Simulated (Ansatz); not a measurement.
Band structure of BaSr3 (Pm-3m, 4 atoms in the cell).

```
BaSr3
1.0
    5.60590     0.00000     0.00000
    0.00000     5.60590     0.00000
    0.00000     0.00000     5.60590
Sr Ba
3 1
Direct
  0.00000   0.50000   0.50000
  0.50000   0.50000   0.00000
  0.50000   0.00000   0.50000
  0.00000   0.00000   0.00000
```

Level of theory: PBE with spin-orbit coupling (plane waves, PAW; Ansatz, a first-principles code).

Settings: basis.ecutwfc = 420 eV; kpoints.mp_grid.grid = 4 4 4; kpoints.mp_grid.shift = 0.5 0.5 0.5; hamiltonian.xc = pbe; hamiltonian.pseudopotentials = {kind: paw} (the program's default PAW files); magnetization.noncollinear = true; magnetization.spin_orbit = true; scf.occupations.method = gaussian; scf.occupations.width = 0.1 eV; kpoints.band_path.npoints = 10.

The starting cell was generated: these elements placed on a structure prototype, without a prior relaxation; it need not be a known phase or ordering of this composition.

Levels in eV from the Fermi level, bands 37 to 44:
```csv
point,37,38,39,40,41,42,43,44
Γ,-1.19,-1.19,-0.73,-0.73,-0.09,-0.09,-0.09,-0.09
X,-0.39,-0.39,0.10,0.10,0.52,0.52,0.57,0.57
M,-0.84,-0.84,-0.73,-0.73,0.67,0.67,0.68,0.68
R,-1.42,-1.42,-0.61,-0.61,0.41,0.41,0.95,0.95
```

The net moment of the cell came out as 0.00 μB.

Keys are those of Ansatz 0.2.
